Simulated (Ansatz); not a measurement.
A calculation on W₅Ge₃ (I4/mcm, No. 140, 16 atoms in the cell; start mp-1189576) returned lattice constant a 9.810 Å, lattice parameter c 5.011 Å, equilibrium volume per atom 15.07 Å³/atom, formation enthalpy 0.154 eV/atom.

### Question
Which level of theory produced these numbers?
(A) PBE-D4 (Ansatz, a quantum-chemistry and plane-wave program)
(B) r²SCAN-D4 (Ansatz)
(C) LDA (Ansatz)
(D) PBE (Ansatz)

### Answer
A, PBE-D4 (Ansatz)

The others give: r²SCAN-D4 9.801 Å, 5.001 Å, 15.01 Å³/atom, 0.207 eV/atom; PBE 9.877 Å, 5.064 Å, 15.44 Å³/atom, 0.198 eV/atom; LDA 9.728 Å, 4.965 Å, 14.68 Å³/atom, 0.120 eV/atom.

Unless a cell is named, each level is at its own relaxed cell (LDA 14.68, PBE 15.44, PBE-D4 15.07, r²SCAN-D4 15.01 Å³/atom).

Caveats: the relaxation could not lower the start's symmetry, so the cell can be a saddle point above a distorted one (r²SCAN-D4, PBE, LDA, PBE-D4). Ansatz's density-functional and Hartree–Fock values are scalar-relativistic unless marked +SOC, with PAW data made under PBE.

A start named mp-… is a Materials Project structure, which need not be a measured phase.
